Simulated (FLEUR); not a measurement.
A self-consistent single point of InSb (F-43m, 2 atoms in the cell) with FLEUR.

Method of the run: LDA (Perdew-Zunger), all-electron FLAPW (FLEUR), scalar-relativistic valence.

```xyz
2
Lattice="0.0000 3.2400 3.2400 3.2400 0.0000 3.2400 3.2400 3.2400 0.0000" Properties=species:S:1:pos:R:3 pbc="T T T"
In     0.0000     0.0000     0.0000
Sb     1.6200     1.6200     1.6200
```

Reference input (self-consistent single point, DFT, PBE, all-electron FLAPW (FLEUR), scalar-relativistic valence): Kmax = 4.1 1/bohr; GmaxXC = 16.4 1/bohr; xcFunctional = pbe; jspins = 1; l_soc = F; mode = hist; fermiSmearingEnergy = 0.00183747 Htr; mesh (inpgen div1-3) = 6 6 6; inpgen gamma flag = true; Gmax = 16.4 1/bohr; numbands = 0; maxIterBroyd = 99. This run's input differs from it in these lines:

```diff
@@ -14,2 +14,3 @@
 &comp jspins=1 /
+&exco xctyp='pz' /
 &kpt div1=6 div2=6 div3=6 gamma=t /
@@ -26,3 +27,3 @@
       <coreElectrons ctail="T" frcor="F" kcrel="0" coretail_lmax="0"/>
-      <xcFunctional name="pbe" relativisticCorrections="F"/>
+      <xcFunctional name="pz" relativisticCorrections="F"/>
       <magnetism jspins="1"/>
```

Output, abridged:

```
 Iteration:     1   Distance:       4.29170523 me/bohr^3
 Iteration:     2   Distance:       3.99971526 me/bohr^3
 Iteration:     3   Distance:       2.02619110 me/bohr^3
 Iteration:     4   Distance:       0.49471813 me/bohr^3
 Iteration:     5   Distance:       0.42362124 me/bohr^3
   [... 5 lines left out ...]
 Iteration:    11   Distance:       0.00029751 me/bohr^3
 Iteration:    12   Distance:       0.00005752 me/bohr^3
 Iteration:    13   Distance:       0.00004510 me/bohr^3
 Iteration:    14   Distance:       0.00000305 me/bohr^3
 Run finished successfully
 Stop message:
   Structural relaxation: Done

[file out, last iteration]
             iter=     15
[...]
          total density-effective poten   -2.0473615846E+04
          total charge density-energy d   -3.2003231418E+02
 Updated energy parameters for spin:           1
[...]
 fermi energy and band-weighting factors:

[...]
FERMIE:
          first approx. to ef    (T=0)  :   0.185879 htr   (energy of the highest occ. eigenvalue)
          number of occ. states  (T=0)  :        224
          first approx. to seigv (T=0)  : -11.903725 htr
          sum of weights of occ. states :  14.000000
          sum of semicore charge        :   0.000000 e
FERHIS:  Fermi-Energy by histogram:
          bandgap                     :   0.000000 htr
   [... lines left out ...]
          charge neutrality (T=0)     :   0.000000    (zero if the highest occ. eigenvalue is "entirely" occupied)
     EF_NEWTON:  Adjust Fermi-Energy by Newton-Method.
 Direct bandgap for spin            1 :    4.3729435094208929E-002  Htr
 ---->    free energy=                    -12356.3224718045 htr
   [... lines left out ...]
      extrapolation for T->0
 ---->    total electron energy=          -12356.3224547380 htr
 ***** TOTAL FORCES ON ATOMS *****
 TOTAL FORCE FOR ATOM TYPE=  1  X=  0.000   Y=  0.000   Z=  0.000
                       FX_TOT= 0.000000 FY_TOT= 0.000000 FZ_TOT= 0.000000
 TOTAL FORCE FOR ATOM TYPE=  2  X=  3.061   Y=  3.061   Z=  3.061
                       FX_TOT= 0.000000 FY_TOT= 0.000000 FZ_TOT= 0.000000
 Structural relaxation: Done
```

The run converged in 14 iterations. FLEUR gives forces in its relaxation mode, with a further iteration, so its stop message speaks of a relaxation. 

The starting cell has typed, rounded lattice constants, without a prior relaxation at this level. Spin-orbit coupling is off. Values depend on the basis (sphere radii, cutoffs, local orbitals), which need not be converged. No gap is read from this output. The log's line on a gap gives a spacing of levels on this mesh, which the program prints for metals too.

Cost on one core of a shared machine: roughly 2 min.
